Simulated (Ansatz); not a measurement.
The starting structures come from a database of crystals and need not be the phases stable at ambient conditions.

 Where the default PAW files enter, the runs use the earlier of Ansatz's two default sets.

By PBEsol, the system below comes out a metal.

A figure of merit of an interconnect metal is its ballistic conductance per area.

Consider the following.

```
Sb
1.0
    3.35453     0.00000     0.00000
   -1.67727     2.90511     0.00000
    0.00000     0.00000     5.63426
Sb
2
Direct
  0.33333   0.66667   0.25000
  0.66667   0.33333   0.75000
```

Space group of this cell: P6_3/mmc, hcp (Mg type). The cell is strained (lengths along the current scaled by 1.03, ions clamped); by PBEsol its mean pressure is -2.9 GPa.

The current flows along the normal of the first two printed cell vectors, the (001) (indices of the unstrained crystal) plane of the conventional cell. No spin-orbit coupling; the value is a mean over 0.1 eV about the Fermi level.

Q: Estimate the ballistic conductance per area that PBEsol (Ansatz, a first-principles code) returns for this system.

A: 1.1 × 10¹⁵ S/m² for both spins.
